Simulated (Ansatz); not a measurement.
LiF (model structure, started from the NiAs type, P6₃/mmc, No. 194, 4 atoms in the cell) was calculated with PBEsol (PAW; Ansatz, a program for electronic structure).

Input file:

Ansatz 0.2 input:
```yaml
crystal:
  lattice:
    - [2.7865046152, 0.0000002618, 0.0]
    - [-1.3932525343, 2.4131836536, 0.0]
    - [0.0, 0.0, 4.8101420043]
  atoms:
    - { symbol: Li, position: [0.0, 0.0, 0.0] }
    - { symbol: Li, position: [0.0, 0.0, 0.5] }
    - { symbol: F, position: [0.3333333333, 0.6666666667, 0.25] }
    - { symbol: F, position: [0.6666666667, 0.3333333333, 0.75] }
basis:
  ecutwfc: 520
  ecutrho_ratio: 4
  xc_grid: 2
kpoints:
  mp_grid: { grid: [12, 12, 8] }
  band_path:
    path:
      - [0.0, 0.0, 0.0]
      - [0.038462, 0.0, 0.0]
      - [0.076923, 0.0, 0.0]
      - [0.115385, 0.0, 0.0]
      - [0.153846, 0.0, 0.0]
      - [0.192308, 0.0, 0.0]
      - [0.230769, 0.0, 0.0]
      - [0.269231, 0.0, 0.0]
      - [0.307692, 0.0, 0.0]
      - [0.346154, 0.0, 0.0]
      - [0.384615, 0.0, 0.0]
      - [0.423077, 0.0, 0.0]
      - [0.461538, 0.0, 0.0]
      - [0.5, 0.0, 0.0]
      - [0.47619, 0.047619, 0.0]
      - [0.452381, 0.095238, 0.0]
      - [0.428571, 0.142857, 0.0]
      - [0.404762, 0.190476, 0.0]
      - [0.380952, 0.238095, 0.0]
      - [0.357143, 0.285714, 0.0]
      - [0.333333, 0.333333, 0.0]
      - [0.311111, 0.311111, 0.0]
      - [0.288889, 0.288889, 0.0]
      - [0.266667, 0.266667, 0.0]
      - [0.244444, 0.244444, 0.0]
      - [0.222222, 0.222222, 0.0]
      - [0.2, 0.2, 0.0]
      - [0.177778, 0.177778, 0.0]
      - [0.155556, 0.155556, 0.0]
      - [0.133333, 0.133333, 0.0]
      - [0.111111, 0.111111, 0.0]
      - [0.088889, 0.088889, 0.0]
      - [0.066667, 0.066667, 0.0]
      - [0.044444, 0.044444, 0.0]
      - [0.022222, 0.022222, 0.0]
      - [0.0, 0.0, 0.083333]
      - [0.0, 0.0, 0.166667]
      - [0.0, 0.0, 0.25]
      - [0.0, 0.0, 0.333333]
      - [0.0, 0.0, 0.416667]
      - [0.0, 0.0, 0.5]
      - [0.038462, 0.0, 0.5]
      - [0.076923, 0.0, 0.5]
      - [0.115385, 0.0, 0.5]
      - [0.153846, 0.0, 0.5]
      - [0.192308, 0.0, 0.5]
      - [0.230769, 0.0, 0.5]
      - [0.269231, 0.0, 0.5]
      - [0.307692, 0.0, 0.5]
      - [0.346154, 0.0, 0.5]
      - [0.384615, 0.0, 0.5]
      - [0.423077, 0.0, 0.5]
      - [0.461538, 0.0, 0.5]
      - [0.5, 0.0, 0.5]
      - [0.47619, 0.047619, 0.5]
      - [0.452381, 0.095238, 0.5]
      - [0.428571, 0.142857, 0.5]
      - [0.404762, 0.190476, 0.5]
      - [0.380952, 0.238095, 0.5]
      - [0.357143, 0.285714, 0.5]
      - [0.333333, 0.333333, 0.5]
      - [0.311111, 0.311111, 0.5]
      - [0.288889, 0.288889, 0.5]
      - [0.266667, 0.266667, 0.5]
      - [0.244444, 0.244444, 0.5]
      - [0.222222, 0.222222, 0.5]
      - [0.2, 0.2, 0.5]
      - [0.177778, 0.177778, 0.5]
      - [0.155556, 0.155556, 0.5]
      - [0.133333, 0.133333, 0.5]
      - [0.111111, 0.111111, 0.5]
      - [0.088889, 0.088889, 0.5]
      - [0.066667, 0.066667, 0.5]
      - [0.044444, 0.044444, 0.5]
      - [0.022222, 0.022222, 0.5]
      - [0.5, 0.0, 0.416667]
      - [0.5, 0.0, 0.333333]
      - [0.5, 0.0, 0.25]
      - [0.5, 0.0, 0.166667]
      - [0.5, 0.0, 0.083333]
      - [0.333333, 0.333333, 0.416667]
      - [0.333333, 0.333333, 0.333333]
      - [0.333333, 0.333333, 0.25]
      - [0.333333, 0.333333, 0.166667]
      - [0.333333, 0.333333, 0.083333]
    npoints: 1
hamiltonian:
  xc: pbesol
  dispersion: none
  pseudopotentials: { kind: paw }
scf:
  occupations: { method: fermi_dirac, width: 0.01 }
  convergence: { dr2_threshold: 0.0000000004 }
output:
  forces: true
  stress: true
  eigenvalues: true
  write_bands: true
```

Excerpt of the program's output:

```
Crystal: 4 atoms, lattice volume = 32.345 Å³
Basis set: ecut = 520 eV, 893 PW (Γ), exchange–correlation on 48×48×72 points (8 copies of the dense FFT grid, shifted against one another)
Bands: 14, of which v1, the nominal top of the filled ones, is band 10 counted from 1 (9 counted from 0)
Symmetry: 24 space group operations
Space group: P63/mmc (ITA 194), of the structure as read, at distance tolerance 3.2e-5 Å
k-points: 95 of 1152
Functional: x = pbesol(κ = 0.804, μ = 0.12345679012345678), c = pbesol(β = 0.046)
SCF iter   1: F=—  HF=-2012.964074 eV  |F-HF|=—  |Δ(HF+E_count)|=         —  Δρ=1.46e-2  dr2=4.28e-2
SCF iter   2: F=—  HF=-2012.949823 eV  |F-HF|=—  |Δ(HF+E_count)|=   1.43e-2  Δρ=2.28e-3  dr2=1.33e-3
  ...
SCF iter   5: F=—  HF=-2012.949300 eV  |F-HF|=—  |Δ(HF+E_count)|=   5.96e-7  Δρ=1.00e-5  dr2=1.60e-8
SCF iter   6: F=-2012.949300 eV  HF=-2012.949300 eV  |F-HF|=5.07e-11  |Δ(HF+E_count)|=   2.62e-9  Δρ=5.46e-7  dr2=3.80e-11
SCF 1 converged in 6 iterations: F = -2012.949300 eV  dr2 = 3.80e-11
SCF converged after 6 iterations
Free energy (F): -2012.949300 eV
Internal energy: -2012.949300 eV  (E = F + TS)
E sigma→0 (E₀):  -2012.949300 eV
Fermi energy:    5.565629 eV
--- Stress (GPa, compression-positive) ---
       -0.000676      -0.000000       0.000000
       -0.000000      -0.000676       0.000000
        0.000000       0.000000       0.006399
  P = ⅓ Tr σ = 0.0017 GPa (0.017 kbar)
```

The PAW data were made under PBE.

Note: the relaxation could raise the start's symmetry but not lower it, so the cell can be a saddle point.

Computing time: about 4 core-seconds (a rough figure).

A model structure was made by putting elements into a prototype or built by hand; it is no filed structure, need not be a known phase, and can be a saddle point held by its symmetry.
